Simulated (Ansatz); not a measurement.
DyFe₂ (Fd-3m, No. 227; cell taken from a computed entry) was calculated with r²SCAN in Ansatz (plane waves, PAW).

Run with plane-wave cutoff 500 eV, 14×14×14 k mesh, Fermi–Dirac smearing 0.1 eV, spin-polarised start, scalar-relativistic PAW data made under PBE.

Computed at the level's own relaxed cell.

**Question.** Give the computed volume per atom.

**Answer.** 
volume per atom: 16.45 Å³/atom

Note: the magnetic order was assumed, not searched for or taken from measurement; the relaxation could not lower the start's symmetry, so the cell can be a saddle point above a distorted one; the 4f shell is treated without U or exact exchange, so its levels and filling can be wrong.

Spin–orbit coupling is not included.

The computed numbers hold no vibrational or temperature effects.

Computing time: about 28 core-minutes (a rough figure).

Ansatz is a first-principles code.
